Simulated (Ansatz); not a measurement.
A computed series for Au: element substitutions

The reference is Au in the fcc (Cu type) structure (space group Fm-3m, No. 225; a = 4.124 Å).

Each row replaces one element on all its sites; cell and atoms are relaxed.

Level of theory: DFT with r2SCAN, PAW potentials and a 500 eV plane-wave cutoff in Ansatz (a program for electronic structure), no spin-orbit coupling, earlier PAW set.

Candidates:
(a) Au → I
(b) Au → P
(c) Au → Ag
(d) Au → As

Base values:

The lattice parameter a comes out as 4.124 Å.

### Question
Order them by lattice parameter a, highest first.

### Answer
(a) Au → I (5.212 Å), (d) Au → As (4.242 Å), (c) Au → Ag (4.106 Å), (b) Au → P (3.886 Å)

Whether these cells are dynamically stable was not tested. As relaxed here, I, P and As are hypothetical phases, not in the database extracts checked. The final runs are not spin-polarised.
